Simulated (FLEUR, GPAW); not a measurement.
A FLEUR input for a self-consistent single point of Al3Sc (Pm-3m, 4 atoms in the cell) (DFT, PBE, all-electron FLAPW (FLEUR), scalar-relativistic valence):

Input of the input generator:

```
Al3Sc FLAPW
&input film=f /
1.0000000000 0.0000000000 0.0000000000
0.0000000000 1.0000000000 0.0000000000
0.0000000000 0.0000000000 1.0000000000
7.7068133623
1.0 1.0 1.0

4
21 0.0000000000 0.0000000000 0.0000000000
13 0.0000000000 0.5000000000 0.5000000000
13 0.5000000000 0.0000000000 0.5000000000
13 0.5000000000 0.5000000000 0.0000000000

&comp jspins=1 /
&kpt div1=8 div2=8 div3=8 gamma=t /
&end /
```

```xml
<?xml version="1.0" encoding="UTF-8" standalone="no"?>
<fleurInput fleurInputVersion="0.39">
   <comment>
      Al3Sc FLAPW                                                                                         
   </comment>
   <calculationSetup>
      <cutoffs Kmax="4.0" Gmax="12.0" GmaxXC="12.0" numbands="0"/>
      <scfLoop itmax="80" minDistance="0.00001" maxIterBroyd="25" imix="Anderson" alpha="0.05" precondParam="0.0" spinf="2.0"/>
      <coreElectrons ctail="T" frcor="F" kcrel="0" coretail_lmax="0"/>
      <xcFunctional name="pbe" relativisticCorrections="F"/>
      <magnetism jspins="1"/>
      <soc l_soc="F" theta="0.0" phi="0.0" spav="F"/>
      <expertModes spex="0" secvar="F"/>
      <geometryOptimization l_f="T" forcealpha="1.0" forcemix="BFGS" epsdisp="0.00001" epsforce="0.00001"/>
      <ldaU l_linMix="F" mixParam="0.05" spinf="1.0"/>
   </calculationSetup>
   <cell>
      <bzIntegration valenceElectrons="20.0" mode="gauss" fermiSmearingEnergy="0.00999582">
         <kPointListSelection listName="default-1"/>
         <!-- k-points included here -->
         <xi:include xmlns:xi="http://www.w3.org/2001/XInclude" href="kpts.xml"> </xi:include>
      </bzIntegration>
      <!-- symmetry operations included here -->
      <xi:include xmlns:xi="http://www.w3.org/2001/XInclude" href="sym.xml"> </xi:include>
      <bulkLattice scale="1.0">
         <bravaisMatrix>
            <row-1>    7.7068133623000001     0.0000000000000000     0.0000000000000000</row-1>
            <row-2>    0.0000000000000000     7.7068133623000001     0.0000000000000000</row-2>
            <row-3>    0.0000000000000000     0.0000000000000000     7.7068133623000001</row-3>
         </bravaisMatrix>
      </bulkLattice>
   </cell>
   <atomSpecies>
      <species name="Scandium (Sc)" element="Sc" atomicNumber="21">
         <mtSphere radius="2.63" gridPoints="925" logIncrement="0.013"/>
         <atomicCutoffs lmax="10" lnonsphr="8"/>
         <electronConfig flipSpins="F">
            <coreConfig>(1s1/2) (2s1/2) (2p1/2) (2p3/2)</coreConfig>
            <valenceConfig>(3s1/2) (3p1/2) (3p3/2) (4s1/2) (3d3/2) (3d5/2)</valenceConfig>
            <stateOccupation state="(3d3/2)" spinUp="0.2" spinDown="0.2"/>
            <stateOccupation state="(3d5/2)" spinUp="0.3" spinDown="0.3"/>
         </electronConfig>
         <energyParameters s="4" p="4" d="3" f="4"/>
         <lo type="SCLO" l="0" n="3" eDeriv="0"/>
         <lo type="SCLO" l="1" n="3" eDeriv="0"/>
      </species>
      <species name="Aluminum (Al)" element="Al" atomicNumber="13">
         <mtSphere radius="1.97" gridPoints="695" logIncrement="0.016"/>
         <atomicCutoffs lmax="8" lnonsphr="6"/>
         <electronConfig flipSpins="F">
            <coreConfig>(1s1/2) (2s1/2) (2p1/2) (2p3/2)</coreConfig>
            <valenceConfig>(3s1/2) (3p1/2) (3p3/2)</valenceConfig>
            <stateOccupation state="(3p1/2)" spinUp="0.1666666666667" spinDown="0.1666666666667"/>
            <stateOccupation state="(3p3/2)" spinUp="0.3333333333333" spinDown="0.3333333333333"/>
         </electronConfig>
         <energyParameters s="3" p="3" d="3" f="4"/>
      </species>
   </atomSpecies>
   <atomGroups>
      <atomGroup species="Scandium (Sc)">
         <relPos label="                   1">.0000000000 .0000000000 .0000000000</relPos>
         <force calculate="T" relaxXYZ="TTT"/>
      </atomGroup>
      <atomGroup species="Aluminum (Al)">
         <relPos label="                   2">.0000000000 1.000/2.000 1.000/2.000</relPos>
         <relPos label="                   3">1.000/2.000 .0000000000 1.000/2.000</relPos>
         <relPos label="                   4">1.000/2.000 1.000/2.000 .0000000000</relPos>
         <force calculate="T" relaxXYZ="TTT"/>
      </atomGroup>
   </atomGroups>
   <output dos="F" band="F" slice="F">
      <checks vchk="F" cdinf="F"/>
      <bandDOS minEnergy="-.5*Htr" maxEnergy="0.5*Htr" sigma="0.015" storeEVData="T"/>
      <vacuumDOS vacdos="F" integ="F" star="F" nstars="0" locx1="0.0" locy1="0.0" locx2="0.0" locy2="0.0" nstm="0" tworkf="0.0"/>
      <unfoldingBand unfoldBand="F" supercellX="1" supercellY="1" supercellZ="1"/>
      <plotting iplot="0" polar="F">
         <plot TwoD="T" vec1="  1.0  0.0  0.0" vec2="  0.0  1.0  0.0" vec3="  0.0  0.0  1.0" zero="  0.0  0.0  0.0" file="plot"/>
      </plotting>
      <chargeDensitySlicing numkpt="0" minEigenval="0.0" maxEigenval="0.0" nnne="0" pallst="F"/>
      <specialOutput eonly="F"/>
      <magneticCircularDichroism mcd="F" energyLo="-10.0" energyUp="0.0"/>
   </output>
  <!-- We include the file relax.xml here to enable relaxations (see documentation) -->
  <xi:include xmlns:xi="http://www.w3.org/2001/XInclude" href="relax.xml"> <xi:fallback/> </xi:include>
</fleurInput>
```

Write the same calculation as an input for GPAW.

One input that does it (others would too):

```python
from ase import Atoms
from ase.units import GPa
from gpaw import GPAW

atoms = Atoms(['Sc', 'Al', 'Al', 'Al'],
              cell=[[4.078270, 0.000000, 0.000000],
                    [0.000000, 4.078270, 0.000000],
                    [0.000000, 0.000000, 4.078270]],
              scaled_positions=[[0.000000, 0.000000, 0.000000],
                                [0.000000, 0.500000, 0.500000],
                                [0.500000, 0.000000, 0.500000],
                                [0.500000, 0.500000, 0.000000]],
              pbc=True)

calc = GPAW(mode={'name': 'pw', 'ecut': 800},
            xc='PBE',
            kpts={'size': (8, 8, 8), 'gamma': True},
            occupations={'name': 'methfessel-paxton', 'width': 0.272, 'order': 0},
            nbands=-8,
            convergence={'density': 1e-05, 'energy': 1e-05},
            symmetry={'symmorphic': False, 'tolerance': 0.0005},
            maxiter=100)

atoms.calc = calc

energy = atoms.get_potential_energy()
print('Energy (eV):', round(energy, 6))
forces = atoms.get_forces()
print('Forces (eV/Ang):')
print(forces.round(5))
stress = atoms.get_stress()
print('Stress (GPa, Voigt):', (stress / GPa).round(4))
```

Basis, cutoffs, solver keys and any potentials are the target program's own. This input uses DFT PBE, plane waves, GPAW PAW datasets PBE (gpaw-data 1.0.1).

The starting cell has typed, rounded lattice constants, without a prior relaxation at this level. Its lattice was rescaled by a random factor within 2.5 % of one.
